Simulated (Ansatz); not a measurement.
Base system: PbSe in the rock salt structure (space group Fm-3m, No. 225; a = 6.178 Å). Axes: x, y, z lie along the cube axes.

Calculations: r2SCAN (Ansatz, an electronic-structure program; PAW; 500 eV plane waves; no SOC).

For the base:

| Item | Result |
|---|---|
| Electron mass | 0.19 mₑ along k, 0.14 mₑ across (at L) |

The change: uniaxial strain ε_yy = −1.03 %, all other strain components held at zero; the atoms relax in the strained cell.

Q: Predict the new stress.

A: The stress (xx, yy, zz, yz, xz, xy; compression positive) amounts to (0.13, 1.41, 0.13, 0.00, 0.00, 0.00) GPa.

Q: Predict the new electron mass.

A: The electron mass goes from 0.19 mₑ along k, 0.14 mₑ across (at L) to 0.18 mₑ along k, 0.14 mₑ across (at L).

Q: Estimate the effect on the energy relative to the base.

A: The energy grows by 1.3 meV/atom.

With Pb present, leaving out spin-orbit coupling can change the band edges. The levels and masses belong to the bands next to the band gap. Effective masses come from finite differences of ±0.01 Å⁻¹. Along k means along the line from Γ to the band edge. No phonon test of stability was made.
